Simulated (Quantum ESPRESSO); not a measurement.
Input and output of a self-consistent single point for PbO (Pbcm, 8 atoms in the cell) (Quantum ESPRESSO).

Computed with rVV10, GBRV 1.5 ultrasoft (PBE) pseudopotentials (plane waves; Quantum ESPRESSO).

```
PbO
1.0
    5.89310     0.00000     0.00000
    0.00000     5.49040     0.00000
    0.00000     0.00000     4.75280
Pb O
4 4
Cartesian
  1.35365   5.42671   1.18820
  4.53945   0.06369   3.56460
  1.35365   2.80889   3.56460
  4.53945   2.68151   1.18820
  5.09930   0.50347   1.18820
  0.79380   4.98693   3.56460
  5.09930   2.24173   3.56460
  0.79380   3.24867   1.18820
```

Reference input (self-consistent single point, DFT, PBEsol, plane waves, GBRV 1.5 ultrasoft (PBESOL) pseudopotentials): ecutwfc = 40 Ry; ecutrho = 200 Ry; occupations = smearing; smearing = cold; degauss = 0.0073499 Ry; potentials = {Pb: pb_pbesol_v1.uspp.F.UPF, O: o_pbesol_v1.2.uspp.F.UPF}; K_POINTS = automatic 4 4 5 0 0 0; conv_thr = 1e-10 Ry; mixing_beta = 0.7. This run's input differs from it in these lines:

```diff
@@ -20,2 +20,3 @@
   degauss = 0.0073499
+  input_dft = 'rvv10'
 /
@@ -26,4 +27,4 @@
 ATOMIC_SPECIES
-Pb   207.2000  pb_pbesol_v1.uspp.F.UPF
-O     15.9990  o_pbesol_v1.2.uspp.F.UPF
+Pb   207.2000  pb_pbe_v1.uspp.F.UPF
+O     15.9990  o_pbe_v1.2.uspp.F.UPF
 ATOMIC_POSITIONS {crystal}
```

The program printed (abridged):

```
     Self-consistent Calculation

     iteration #  1     ecut=    40.00 Ry     beta= 0.70

---- Real-time Memory Report at c_bands before calling an iterative solver
           210 MiB given to the printing process from OS
           136 MiB allocation reported by mallinfo(arena+hblkhd)
------------------

     negative rho (up, down):  6.329E-02 0.000E+00

     ----------------------------------------------------------------

     Non-local correlation energy =              0.883358124686825

     ----------------------------------------------------------------

     total energy              =    -785.07677374 Ry
   [... lines left out ...]

     total energy              =    -786.78311979 Ry
     estimated scf accuracy    <          3.8E-10 Ry

     iteration # 20     ecut=    40.00 Ry     beta= 0.70

---- Real-time Memory Report at c_bands before calling an iterative solver
           341 MiB given to the printing process from OS
           165 MiB allocation reported by mallinfo(arena+hblkhd)
------------------

     negative rho (up, down):  6.736E-02 0.000E+00

     ----------------------------------------------------------------

     Non-local correlation energy =              0.860232411067507

     ----------------------------------------------------------------
     End of self-consistent calculation

     the Fermi energy is     9.9761 ev

!    total energy              =    -786.78311979 Ry
     estimated scf accuracy    <          3.3E-11 Ry
     smearing contrib. (-TS)   =      -0.00000000 Ry
     internal energy E=F+TS    =    -786.78311979 Ry

     convergence has been achieved in  20 iterations

     negative rho (up, down):  6.736E-02 0.000E+00

     ----------------------------------------------------------------

     Non-local correlation energy =              0.860232411067507

     ----------------------------------------------------------------

     Forces acting on atoms (cartesian axes, Ry/au):

     atom    1 type  1   force =     0.02865894    0.01441725   -0.00000000
     atom    2 type  1   force =    -0.02865894   -0.01441725   -0.00000000
   [... lines left out ...]
     Total force =     0.069517     Total SCF correction =     0.000034
   [... lines left out ...]

     ----------------------------------------------------------------

          total   stress  (Ry/bohr**3)                   (kbar)     P=       48.56
   0.00035772   0.00000000   0.00000000           52.62        0.00        0.00
   0.00000000   0.00035522   0.00000000            0.00       52.25        0.00
   0.00000000   0.00000000   0.00027740            0.00        0.00       40.81

   JOB DONE.
```

The run converged in 20 iterations. Against the reference run the pressure goes from 0.22 to 4.86 GPa, the largest force goes from 0.103 to 0.825 eV/Å and the gap on the mesh hardly changes (2.112 to 2.117 eV). The full log also holds: “c_bands:  3 eigenvalues not converged”.

The starting cell comes from a database of published, mostly measured structures (it also holds non-ambient and calculated ones), without a prior relaxation at this level. Spin-orbit coupling is off. With a pressure of about 5 GPa the cell is away from its equilibrium volume at this level.

Cost on one core of a shared machine: roughly 5 min.
